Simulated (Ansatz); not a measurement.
Mg2Sn: point defects

Start from a 12-atom supercell of Mg2Sn (space group Fm-3m, No. 225; a = 6.7460 Å) at its relaxed geometry.

One neutral defect a cell, atoms relaxed at fixed cell.

Computed with PBEsol, PAW, 420 eV (Ansatz, a program for electronic structure; scalar-relativistic without spin-orbit coupling).

```json
[
 {"change": "perfect supercell", "pressure": "0.0 GPa", "largest displacement of a host atom from its site in the perfect cell": "–"},
 {"change": "Mg interstitial (started 2.64 Å from the nearest host atom), symmetric start", "pressure": "2.2 GPa", "largest displacement of a host atom from its site in the perfect cell": "0.07 Å"},
 {"change": "Mg on a Sn site (antisite)", "pressure": "0.9 GPa", "largest displacement of a host atom from its site in the perfect cell": "0.01 Å"},
 {"change": "Sn vacancy, symmetric start", "pressure": "-1.6 GPa", "largest displacement of a host atom from its site in the perfect cell": "0.09 Å"},
 {"change": "Sn interstitial (started 2.92 Å from the nearest host atom)", "pressure": "3.6 GPa", "largest displacement of a host atom from its site in the perfect cell": "0.06 Å"},
 {"change": "Sn interstitial (started 2.64 Å from the nearest host atom)", "pressure": "3.6 GPa", "largest displacement of a host atom from its site in the perfect cell": "0.06 Å"}
]
```

The cell is small, so the values are those of an ordered compound at a high defect concentration; dilute-limit values will differ. Defects with a symmetric start kept the site's symmetry and may sit on a saddle; the others started slightly shaken.
